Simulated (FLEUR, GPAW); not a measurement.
A GPAW input for a self-consistent single point of BaF₂ (Fm-3m, 3 atoms in the cell) (DFT PBE, plane waves, GPAW PAW datasets PBE (gpaw-data 1.0.1)):

```python
from ase import Atoms
from ase.units import GPa
from gpaw import GPAW, PW, FermiDirac

atoms = Atoms(['Ba', 'F', 'F'],
              cell=[[0.000000, 3.036600, 3.036600],
                    [3.036600, 0.000000, 3.036600],
                    [3.036600, 3.036600, 0.000000]],
              scaled_positions=[[0.000000, 0.000000, 0.000000],
                                [0.250000, 0.250000, 0.250000],
                                [0.750000, 0.750000, 0.750000]],
              pbc=True)

calc = GPAW(mode=PW(900),
            xc='PBE',
            kpts={'size': (8, 8, 8), 'gamma': True},
            occupations=FermiDirac(0.05),
            nbands=-8,
            convergence={'forces': 0.001, 'bands': -6},
            symmetry={'symmorphic': False, 'tolerance': 0.0005},
            maxiter=120,
            txt='-')

atoms.calc = calc

energy = atoms.get_potential_energy()
print('Energy (eV):', round(energy, 6))
forces = atoms.get_forces()
print('Forces (eV/Ang):')
print(forces.round(5))
stress = atoms.get_stress()
print('Stress (GPa, Voigt):', (stress / GPa).round(4))
```

Task: Give the FLEUR input for the same structure, mesh, smearing and functional.

Result: One input that does it (others would too):

Input of the input generator:

```
BaF2 FLAPW
&input film=f /
-0.0000000000 5.7383423500 5.7383423500
5.7383423500 -0.0000000000 5.7383423500
5.7383423500 5.7383423500 -0.0000000000
1.0
1.0 1.0 1.0

3
56 0.0000000000 0.0000000000 0.0000000000
9 0.2500000000 0.2500000000 0.2500000000
9 0.7500000000 0.7500000000 0.7500000000

&comp jspins=1 /
&kpt div1=8 div2=8 div3=8 gamma=t /
&end /
```

```xml
<?xml version="1.0" encoding="UTF-8" standalone="no"?>
<fleurInput fleurInputVersion="0.39">
   <comment>
      BaF2 FLAPW                                                                                          
   </comment>
   <calculationSetup>
      <cutoffs Kmax="3.8" Gmax="13.3" GmaxXC="13.3" numbands="0"/>
      <scfLoop itmax="80" minDistance="0.00001" maxIterBroyd="15" imix="Anderson" alpha="0.05" precondParam="0.0" spinf="2.0"/>
      <coreElectrons ctail="T" frcor="F" kcrel="0" coretail_lmax="0"/>
      <xcFunctional name="pbe" relativisticCorrections="F"/>
      <magnetism jspins="1"/>
      <soc l_soc="F" theta="0.0" phi="0.0" spav="F"/>
      <expertModes spex="0" secvar="F"/>
      <geometryOptimization l_f="T" forcealpha="1.0" forcemix="BFGS" epsdisp="0.00001" epsforce="0.00001"/>
      <ldaU l_linMix="F" mixParam="0.05" spinf="1.0"/>
   </calculationSetup>
   <cell>
      <bzIntegration valenceElectrons="24.0" mode="hist" fermiSmearingEnergy="0.00183747">
         <kPointListSelection listName="default-1"/>
         <!-- k-points included here -->
         <xi:include xmlns:xi="http://www.w3.org/2001/XInclude" href="kpts.xml"> </xi:include>
      </bzIntegration>
      <!-- symmetry operations included here -->
      <xi:include xmlns:xi="http://www.w3.org/2001/XInclude" href="sym.xml"> </xi:include>
      <bulkLattice scale="1.0">
         <bravaisMatrix>
            <row-1>    0.0000000000000000     5.7383423499999999     5.7383423499999999</row-1>
            <row-2>    5.7383423499999999     0.0000000000000000     5.7383423499999999</row-2>
            <row-3>    5.7383423499999999     5.7383423499999999     0.0000000000000000</row-3>
         </bravaisMatrix>
      </bulkLattice>
   </cell>
   <atomSpecies>
      <species name="Barium (Ba)" element="Ba" atomicNumber="56">
         <mtSphere radius="2.68" gridPoints="925" logIncrement="0.014"/>
         <atomicCutoffs lmax="10" lnonsphr="8"/>
         <electronConfig flipSpins="F">
            <coreConfig>(1s1/2) (2s1/2) (2p1/2) (2p3/2) (3s1/2) (3p1/2) (3p3/2) (4s1/2) (3d3/2) (3d5/2) (4p1/2) (4p3/2) (4d3/2) (4d5/2)</coreConfig>
            <valenceConfig>(5s1/2) (5p1/2) (5p3/2) (6s1/2)</valenceConfig>
         </electronConfig>
         <energyParameters s="6" p="6" d="5" f="4"/>
         <lo type="SCLO" l="0" n="5" eDeriv="0"/>
         <lo type="SCLO" l="1" n="5" eDeriv="0"/>
      </species>
      <species name="Fluorine (F)" element="F" atomicNumber="9">
         <mtSphere radius="1.68" gridPoints="579" logIncrement="0.019"/>
         <atomicCutoffs lmax="6" lnonsphr="4"/>
         <electronConfig flipSpins="F">
            <coreConfig>(1s1/2)</coreConfig>
            <valenceConfig>(2s1/2) (2p1/2) (2p3/2)</valenceConfig>
            <stateOccupation state="(2p1/2)" spinUp="0.8333333333333" spinDown="0.8333333333333"/>
            <stateOccupation state="(2p3/2)" spinUp="1.6666666666667" spinDown="1.6666666666667"/>
         </electronConfig>
         <energyParameters s="2" p="2" d="3" f="4"/>
      </species>
   </atomSpecies>
   <atomGroups>
      <atomGroup species="Barium (Ba)">
         <relPos label="                   1">.0000000000 .0000000000 .0000000000</relPos>
         <force calculate="T" relaxXYZ="TTT"/>
      </atomGroup>
      <atomGroup species="Fluorine (F)">
         <relPos label="                   2">1.000/4.000 1.000/4.000 1.000/4.000</relPos>
         <relPos label="                   3">-1.000/4.000 -1.000/4.000 -1.000/4.000</relPos>
         <force calculate="T" relaxXYZ="TTT"/>
      </atomGroup>
   </atomGroups>
   <output dos="F" band="F" slice="F">
      <checks vchk="F" cdinf="F"/>
      <bandDOS minEnergy="-.5*Htr" maxEnergy="0.5*Htr" sigma="0.015" storeEVData="T"/>
      <vacuumDOS vacdos="F" integ="F" star="F" nstars="0" locx1="0.0" locy1="0.0" locx2="0.0" locy2="0.0" nstm="0" tworkf="0.0"/>
      <unfoldingBand unfoldBand="F" supercellX="1" supercellY="1" supercellZ="1"/>
      <plotting iplot="0" polar="F">
         <plot TwoD="T" vec1="  1.0  0.0  0.0" vec2="  0.0  1.0  0.0" vec3="  0.0  0.0  1.0" zero="  0.0  0.0  0.0" file="plot"/>
      </plotting>
      <chargeDensitySlicing numkpt="0" minEigenval="0.0" maxEigenval="0.0" nnne="0" pallst="F"/>
      <specialOutput eonly="F"/>
      <magneticCircularDichroism mcd="F" energyLo="-10.0" energyUp="0.0"/>
   </output>
  <!-- We include the file relax.xml here to enable relaxations (see documentation) -->
  <xi:include xmlns:xi="http://www.w3.org/2001/XInclude" href="relax.xml"> <xi:fallback/> </xi:include>
</fleurInput>
```

Basis, cutoffs, solver keys and any potentials are the target program's own. This input uses DFT, PBE, all-electron FLAPW (FLEUR), scalar-relativistic valence. Both were run: gap on the mesh 7.052 eV in GPAW and 7.262 in FLEUR.

On GPAW: the starting cell comes from a database of computed structures (which also holds hypothetical and non-ambient phases and stackings), without a prior relaxation at this level. Its lattice was rescaled by a random factor within 2.5 % of one.

On FLEUR: the starting cell comes from a database of computed structures (which also holds hypothetical and non-ambient phases and stackings), without a prior relaxation at this level. Its lattice was rescaled by a random factor within 2.5 % of one. Values depend on the basis (sphere radii, cutoffs, local orbitals), which need not be converged.
